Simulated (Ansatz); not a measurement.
Here is the system:

End structure of a 3x3 cell of the 1x1 (110) surface of bcc Ta, relaxed from a rattled start:

```yaml
crystal:
  lattice:
    - [8.62309, 0.00000, 0.00000]
    - [-2.87436, 8.12993, 0.00000]
    - [0.00000, 0.00000, 26.50000]
  atoms:
    - { symbol: Ta, position: [0.16667, 0.16667, 0.37116] }
    - { symbol: Ta, position: [0.16667, 0.50000, 0.37116] }
    - { symbol: Ta, position: [0.16667, 0.83333, 0.37116] }
    - { symbol: Ta, position: [0.50000, 0.16667, 0.37116] }
    - { symbol: Ta, position: [0.50000, 0.50000, 0.37116] }
    - { symbol: Ta, position: [0.50000, 0.83333, 0.37116] }
    - { symbol: Ta, position: [0.83333, 0.16667, 0.37116] }
    - { symbol: Ta, position: [0.83333, 0.50000, 0.37116] }
    - { symbol: Ta, position: [0.83333, 0.83333, 0.37116] }
    - { symbol: Ta, position: [0.00000, 0.00000, 0.45545] }
    - { symbol: Ta, position: [0.00000, 0.33333, 0.45545] }
    - { symbol: Ta, position: [0.00000, 0.66667, 0.45545] }
    - { symbol: Ta, position: [0.33333, 0.00000, 0.45545] }
    - { symbol: Ta, position: [0.33333, 0.33333, 0.45545] }
    - { symbol: Ta, position: [0.33333, 0.66667, 0.45545] }
    - { symbol: Ta, position: [0.66667, 0.00000, 0.45545] }
    - { symbol: Ta, position: [0.66667, 0.33333, 0.45545] }
    - { symbol: Ta, position: [0.66667, 0.66667, 0.45545] }
    - { symbol: Ta, position: [0.16684, 0.16670, 0.54422] }
    - { symbol: Ta, position: [0.16683, 0.50001, 0.54421] }
    - { symbol: Ta, position: [0.16685, 0.83339, 0.54420] }
    - { symbol: Ta, position: [0.50012, 0.16669, 0.54419] }
    - { symbol: Ta, position: [0.50017, 0.50006, 0.54420] }
    - { symbol: Ta, position: [0.50016, 0.83339, 0.54421] }
    - { symbol: Ta, position: [0.83350, 0.16670, 0.54422] }
    - { symbol: Ta, position: [0.83348, 0.50002, 0.54420] }
    - { symbol: Ta, position: [0.83349, 0.83335, 0.54422] }
    - { symbol: Ta, position: [0.00027, 0.99997, 0.62875] }
    - { symbol: Ta, position: [0.00025, 0.33340, 0.62877] }
    - { symbol: Ta, position: [0.00028, 0.66672, 0.62874] }
    - { symbol: Ta, position: [0.33361, 0.00008, 0.62877] }
    - { symbol: Ta, position: [0.33369, 0.33348, 0.62874] }
    - { symbol: Ta, position: [0.33350, 0.66671, 0.62875] }
    - { symbol: Ta, position: [0.66694, 0.00005, 0.62875] }
    - { symbol: Ta, position: [0.66687, 0.33331, 0.62875] }
    - { symbol: Ta, position: [0.66692, 0.66661, 0.62877] }
```

Set-up: 36 atoms, 6.9 Å thick at the start (thin: gaps and levels are the slab's own); mesh 4x4x1; 0.1 eV smearing; dipole correction on; 18 atoms held, the rest relaxed; no symmetry held; no spin, no spin-orbit, no U.

**Question.** What work function of the top face does PBE (Ansatz, a quantum-chemistry and plane-wave program) give?

**Answer.** 4.76 eV
